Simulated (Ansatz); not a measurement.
Levels about the gap of amorphous Al30O33N8 (71 atoms in a cell of 842 Å³, 2.86 g/cm³; zone centre alone, so wide bands show as single levels with stretches between that a denser mesh fills), at the geometry that PBE relaxed, where it gives -2.7 GPa on a denser mesh. The participation number counts the atoms over which a state spreads; weights are charges in smoothed Voronoi cells. The levels come from a single point, so bond lengths are those of that geometry. Method of the levels: PBE, scalar-relativistic without spin-orbit coupling (Ansatz, a first-principles code). Sampling: the zone centre alone; Fermi-Dirac width 0.02 eV; no spin polarisation. At PBE the levels at the filled edge of the gap are localised (band-tail or defect states), and the nearest spread-out levels lie 3.0 eV apart at the zone centre.

Preparation: random packing, a CHGNet melt and quench, and a DFT relaxation. O and N atoms were pushed apart under 1.9 Å during the dynamics, to hinder bonds among them. The hot cell started wider than the set density and was brought back towards it in steps. It is the lowest in DFT energy of 2 quenches. It is a model cell: composition and starting density were chosen by hand, and all elements were melted together. No dispersion term was used. A short ab initio anneal came between quench and relaxation. Its density started from a set value of 2.86 and ended at 2.86 g/cm³. The simulated quench (nominally 150 K/ps over its main leg) is rapid and tends to freeze in more defects than a deposited or slowly cooled glass has. Values belong to this one cell and scatter from quench to quench. The volume was held where the preparation left it and the shape relaxed, at a PBE pressure of -2.7 GPa (tension). Stress components on the final sampling reach 2.7 GPa.

```json
[
 {"E - E(highest filled), eV": "-1.08", "filling": "filled", "participation number": "14.5", "largest on": "N, 4 neighbours", "weight N": "0.37", "weight O": "0.52", "weight Al": "0.11"},
 {"E - E(highest filled), eV": "-0.98", "filling": "filled", "participation number": "14.9", "largest on": "N, 4 neighbours", "weight N": "0.44", "weight O": "0.45", "weight Al": "0.11"},
 {"E - E(highest filled), eV": "-0.91", "filling": "filled", "participation number": "5.7", "largest on": "N, 4 neighbours", "weight N": "0.59", "weight O": "0.28", "weight Al": "0.13"},
 {"E - E(highest filled), eV": "-0.84", "filling": "filled", "participation number": "13.7", "largest on": "N, 4 neighbours", "weight N": "0.50", "weight O": "0.38", "weight Al": "0.12"},
 {"E - E(highest filled), eV": "-0.76", "filling": "filled", "participation number": "8.9", "largest on": "N, 4 neighbours", "weight N": "0.46", "weight O": "0.43", "weight Al": "0.11"},
 {"E - E(highest filled), eV": "-0.55", "filling": "filled", "participation number": "3.9", "largest on": "N, 4 neighbours", "weight N": "0.56", "weight O": "0.32", "weight Al": "0.12"},
 {"E - E(highest filled), eV": "0.00", "filling": "filled", "participation number": "2.2", "largest on": "N, 3 neighbours", "weight N": "0.74", "weight O": "0.14", "weight Al": "0.12"},
 {"E - E(highest filled), eV": "2.25", "filling": "empty", "participation number": "45.9", "largest on": "Al, 4 neighbours", "weight N": "0.09", "weight O": "0.47", "weight Al": "0.44"},
 {"E - E(highest filled), eV": "3.97", "filling": "empty", "participation number": "9.5", "largest on": "Al, 4 neighbours", "weight N": "0.06", "weight O": "0.46", "weight Al": "0.49"},
 {"E - E(highest filled), eV": "4.48", "filling": "empty", "participation number": "35.8", "largest on": "Al, 5 neighbours", "weight N": "0.11", "weight O": "0.47", "weight Al": "0.42"},
 {"E - E(highest filled), eV": "4.63", "filling": "empty", "participation number": "32.9", "largest on": "Al, 5 neighbours", "weight N": "0.10", "weight O": "0.48", "weight Al": "0.42"},
 {"E - E(highest filled), eV": "4.87", "filling": "empty", "participation number": "43.5", "largest on": "Al, 4 neighbours", "weight N": "0.14", "weight O": "0.45", "weight Al": "0.41"},
 {"E - E(highest filled), eV": "5.02", "filling": "empty", "participation number": "50.8", "largest on": "Al, 4 neighbours", "weight N": "0.10", "weight O": "0.49", "weight Al": "0.40"},
 {"E - E(highest filled), eV": "5.10", "filling": "empty", "participation number": "40.2", "largest on": "Al, 5 neighbours", "weight N": "0.12", "weight O": "0.45", "weight Al": "0.43"}
]
```

Most localised among these is the filled level at +0.00 eV, on a N atom, which has 3 neighbours (Al 1.81 Å, Al 1.82 Å, Al 1.85 Å).
